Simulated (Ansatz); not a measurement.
Base system: InP in the zinc blende structure (space group F-43m, No. 216; a = 5.879 Å). Axes: x, y, z lie along the cube axes.

The values are results of PBEsol (Ansatz, a quantum-chemistry and plane-wave program), no spin-orbit coupling, earlier PAW set, not measurements.

Before the change:

| Item | Result |
|---|---|
| Valley order | Γ 0.57 eV; L along ⟨111⟩ 1.38 eV; X along ⟨100⟩ 1.65 eV |

Now apply this change: uniaxial stress, 0.5 GPa compression along x, with the cell and atoms free to relax against it.

Estimate the effect on the valley order.

The valley order (the lowest conduction-band minima on the path, energy above the VBM, named in the base's zone) goes from Γ 0.57 eV; L along ⟨111⟩ 1.38 eV; X along ⟨100⟩ 1.65 eV to Γ 0.54 eV; L along [1-1-1] 1.35 eV; X along [100] 1.56 eV; X along [001] 1.63 eV.

The levels and masses belong to the bands next to the band gap. Load acts through the strain it causes; cell and atoms are relaxed under it. Stability under load was not tested beyond the relaxation.
